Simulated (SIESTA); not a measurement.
Band structure of Na2S (Fm-3m, 3 atoms in the cell).

```
CELL_PARAMETERS angstrom
      0.00000     3.24916     3.24916
      3.24916     0.00000     3.24916
      3.24916     3.24916     0.00000
ATOMIC_POSITIONS crystal
  Na 0.25000 0.25000 0.25000
  Na 0.75000 0.75000 0.75000
  S  0.00000 0.00000 0.00000
```

Level of theory: SIESTA with GGA PBE, numerical atomic orbitals DZP, PseudoDojo PBE standard norm-conserving potentials (rewritten from UPF to PSML).

Settings: XC.functional = GGA; XC.authors = PBE; potentials = PseudoDojo PBE standard; PAO.BasisSize = DZP; PAO.EnergyShift = 0.01 Ry; MeshCutoff = 400 Ry; kgrid.MonkhorstPack = 5 5 5; OccupationFunction = FD; ElectronicTemperature = 10 K; MaxSCFIterations = 150; SCF.Mixer.Method = Pulay; SCF.Mixer.Weight = 0.1; SCF.Mixer.History = 8; SCF.DM.Tolerance = 1.0E-05.

The starting cell comes from a database of computed structures (which also holds hypothetical and non-ambient phases and stackings), without a prior relaxation at this level. Values carry the incompleteness of an atom-centred basis.

Problem. Predict the gap along the standard path and the places of the band edges.

Solution. The gap along the path is 2.58 eV, direct at Γ to within 0.01 eV.

Levels in eV from the top of the valence band on the path, bands 9 to 13:
```json
[
 {"point": "Γ", "9": "-10.20", "10": "0.00", "11": "0.00", "12": "0.00", "13": "2.58"},
 {"point": "X", "9": "-9.75", "10": "-1.58", "11": "-0.52", "12": "-0.52", "13": "4.22"},
 {"point": "W", "9": "-9.82", "10": "-1.11", "11": "-1.11", "12": "-0.64", "13": "4.88"},
 {"point": "K", "9": "-9.82", "10": "-1.32", "11": "-1.01", "12": "-0.40", "13": "4.72"},
 {"point": "L", "9": "-9.93", "10": "-1.76", "11": "-0.17", "12": "-0.17", "13": "4.91"},
 {"point": "U", "9": "-9.82", "10": "-1.32", "11": "-1.01", "12": "-0.40", "13": "4.72"}
]
```

Higher empty bands are left out: an atom-centred basis made for the valence describes them poorly.
